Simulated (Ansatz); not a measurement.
The starting structures come from a database of crystals and need not be the phases stable at ambient conditions.

By LDA and PBEsol, the system below comes out a metal.

Consider the following.

```
CELL_PARAMETERS angstrom
      2.46271     0.00000     0.00000
     -0.95568     2.26971     0.00000
      0.75351     1.13486     2.05164
ATOMIC_POSITIONS crystal
  Cu 0.00000 0.00000 0.00000
```

Space group of this cell: I4/mmm. The cell is taken as given; by PBEsol its mean pressure is -1.5 GPa.

The current runs along the normal of the first two printed vectors, the (110) plane. All runs by Ansatz (an electronic-structure program), plane waves and PAW, without spin-orbit coupling; the base is PBEsol.

```tsv
run	mean pressure (GPa)	G/A, both spins (10¹⁵ S/m²)
base	-1.5	1.13
all lengths scaled by 0.98	9.6	___
all lengths scaled by 1.02	-9.6	1.09
lda in place of pbesol	-7.9	1.13
lengths across the current scaled by 0.98, ions clamped	5.7	___
lengths across the current scaled by 1.02, ions clamped	-7.1	___
lengths along the current scaled by 0.97, ions clamped	3.8	1.16
lengths along the current scaled by 1.03, ions clamped	-5.7	1.09
```

Question: Complete the blanks.

Answer: 
- all lengths scaled by 0.98, G/A, both spins (10¹⁵ S/m²): 1.17
- lengths across the current scaled by 0.98, ions clamped, G/A, both spins (10¹⁵ S/m²): 1.15
- lengths across the current scaled by 1.02, ions clamped, G/A, both spins (10¹⁵ S/m²): 1.11
